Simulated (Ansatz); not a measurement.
## A computed series for MgO: response to strain

The parent structure is MgO in the rock salt structure (space group Fm-3m, No. 225).

```
CELL_PARAMETERS angstrom
      0.00000     2.07958     2.07958
      2.07958     0.00000     2.07958
      2.07958     2.07958     0.00000
ATOMIC_POSITIONS crystal
  Mg 0.00000 0.00000 0.00000
  O  0.50000 0.50000 0.50000
```

Cartesian axes are those of the cell as printed.

Strains are applied to the cell and any free atomic positions relax; under biaxial strain the out-of-plane vector relaxes too.

Level of theory: LDA, PAW, 420 eV (Ansatz, a quantum-chemistry and plane-wave program; scalar-relativistic without spin-orbit coupling).

Notes on the quantities. energy relative to the base: free energy F.

| variant | volume per atom | band gap | energy relative to the base |
|---|---|---|---|
| base | 8.99 Å³ | 5.03 eV | 0 meV/atom |
| biaxial strain −3.00 %, plane normal [001], relaxed out of plane | 8.62 Å³ | 5.40 eV | +21 meV/atom |
| biaxial strain −2.50 %, plane normal [001], relaxed out of plane | 8.68 Å³ | 5.34 eV | +14 meV/atom |
| biaxial strain −2.00 %, plane normal [001], relaxed out of plane | 8.74 Å³ | … | … |
| biaxial strain −1.50 %, plane normal [001], relaxed out of plane | 8.81 Å³ | 5.22 eV | +4.9 meV/atom |
| biaxial strain −1.00 %, plane normal [001], relaxed out of plane | 8.87 Å³ | 5.16 eV | … |
| biaxial strain +0.50 %, plane normal [001], relaxed out of plane | 9.06 Å³ | 4.96 eV | +0.5 meV/atom |
| biaxial strain +2.00 %, plane normal [001], relaxed out of plane | 9.25 Å³ | 4.72 eV | +7.6 meV/atom |
| biaxial strain +2.50 %, plane normal [001], relaxed out of plane | 9.32 Å³ | 4.64 eV | +12 meV/atom |
| biaxial strain +3.00 %, plane normal [001], relaxed out of plane | … | 4.56 eV | +16 meV/atom |

**Question.** Some entries are withheld; estimate them.

**Answer.** 
- biaxial strain −2.00 %, plane normal [001], relaxed out of plane, band gap: 5.28 eV
- biaxial strain −2.00 %, plane normal [001], relaxed out of plane, energy relative to the base: +8.9 meV/atom
- biaxial strain −1.00 %, plane normal [001], relaxed out of plane, energy relative to the base: +2.1 meV/atom
- biaxial strain +3.00 %, plane normal [001], relaxed out of plane, volume per atom: 9.39 Å³

Stability against distortions was not tested.
